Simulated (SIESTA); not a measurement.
A user runs SIESTA on Cs3Hg (Pm-3m, 4 atoms in the cell) and asks whether the run is sound. The aim is a self-consistent single point with DFT, GGA PBEsol, numerical atomic orbitals DZP, PseudoDojo PBEsol standard norm-conserving potentials (rewritten from UPF to PSML).

Cell that was meant: a = 6.7415 Å, b = 6.7415 Å, c = 6.7415 Å, α = 90.00°, β = 90.00°, γ = 90.00°.

Part of the input:

```
PAO.BasisSize                DZP
PAO.EnergyShift              0.01 Ry
MeshCutoff                   350 Ry
OccupationFunction           FD
ElectronicTemperature        1160.45 K

MaxSCFIterations             150
```

The program printed (abridged):

```
reinit: Reading from file input.fdf

reinit: System Name: Cs3Hg
reinit: System Label: siesta

   [... lines left out ...]
Gamma-point calculation with interaction between periodic images
Gamma-point calculation with interaction between periodic images
Some features might not work optimally:
Some features might not work optimally:
e.g. DM initialization from atomic data
e.g. DM initialization from atomic data
new_DM -- step:     1
Initializing Density Matrix...

Attempting to read DM from file... Failed...
DM filled with atomic data:

InitMesh: MESH = 80 x 80 x 80 = 512000
InitMesh: Mesh cutoff (required, used) =   350.000   389.199 Ry

stepf: Fermi-Dirac step function
        iscf     Eharris(eV)        E_KS(eV)     FreeEng(eV)     dDmax    Ef(eV) dHmax(eV)
   scf:    1    -6282.050989    -6378.010440    -6378.491393  5.861065 -0.245068 52.036992
   scf:    2    -6453.594064    -6427.348005    -6427.666994  4.836965 -0.586629 16.872962
   scf:    3    -6432.336300    -6430.045013    -6430.360794  0.496307 -0.670173 10.390530
   scf:    4    -6431.887889    -6431.598857    -6431.887560  0.838499 -0.868441  2.790092
   scf:    5    -6431.541267    -6431.571657    -6431.858784  0.031313 -0.866121  3.364248
   [... 17 lines left out ...]
   scf:   23    -6431.719840    -6431.719827    -6432.007520  0.000139 -0.785396  0.000678
   scf:   24    -6431.719849    -6431.719838    -6432.007520  0.000122 -0.785391  0.000648
   scf:   25    -6431.719858    -6431.719848    -6432.007520  0.000107 -0.785387  0.000618
   scf:   26    -6431.719865    -6431.719857    -6432.007520  0.000096 -0.785382  0.000590
SCF Convergence by DM+H criterion
max |DM_out - DM_in|         :     0.0000955288
max |H_out - H_in|      (eV) :     0.0005899968
SCF cycle converged after 26 iterations

Using DM_out to compute the final energy and forces

siesta: E_KS(eV) =            -6431.7199

siesta: E_KS - E_eggbox =     -6431.7199

siesta: Atomic forces (eV/Ang):
     1    0.000000   -0.000000   -0.000000
     2   -0.000000    0.000000   -0.000000
     3   -0.000000   -0.000000    0.000000
     4   -0.000000   -0.000000   -0.000000
   Tot   -0.000000   -0.000000    0.000000
   Max    0.000000
   Res    0.000000    sqrt( Sum f_i^2 / 3N )
   Max    0.000000    constrained

Stress tensor Voigt[x,y,z,yz,xz,xy] (kbar):      -22.54      -22.54      -22.54       -0.00        0.00       -0.00
   [... lines left out ...]
siesta: FreeEng =     -6432.007520
siesta: Cell volume =        306.384040 Ang**3
siesta:          22.53985467         22.53985467  kBar
   [... lines left out ...]
              0.031   2.071   2.071   2.010   2.071   2.010  -0.071  -0.071

             -0.048  -0.071  -0.048

mulliken: Qtot =       47.000

Mulliken Atomic Populations:
Atom #   charge [q] valence [e]  Species
     1    -0.036145    9.036145  Cs
     2    -0.036146    9.036146  Cs
     3    -0.036146    9.036146  Cs
     4     0.108437   19.891563  Hg
 Total    -0.000000
```

Is this run sound? If not, what is wrong?

The run is not sound. The fault is a single k-point for a small cell. The zone centre alone samples the bands of a small cell poorly; it suits large supercells. To fix it, use a k-point mesh or a larger supercell. The run converged in 26 iterations without an error; against the sound input the free energy goes up by 438 meV/atom and the pressure goes from 0.16 to 2.25 GPa.

An input that runs soundly differs in these lines (not the only fix; some lines may just follow from the change or write a value another way):
```diff
+%block kgrid.MonkhorstPack
+    4   0   0  0.0
+    0   4   0  0.0
+    0   0   4  0.0
+%endblock kgrid.MonkhorstPack
```

With that input, the run converged in 13 iterations: free energy E − TS -6433.7585 eV; Fermi level (on the code's own zero) -1.95 eV; pressure 0.16 GPa (DFT, GGA PBEsol, numerical atomic orbitals DZP, PseudoDojo PBEsol standard norm-conserving potentials (rewritten from UPF to PSML)).

On the sound input: the starting cell comes from a database of computed structures (which also holds hypothetical and non-ambient phases and stackings), without a prior relaxation at this level. Its lattice was rescaled by a random factor within 2.5 % of one. Values carry the incompleteness of an atom-centred basis.
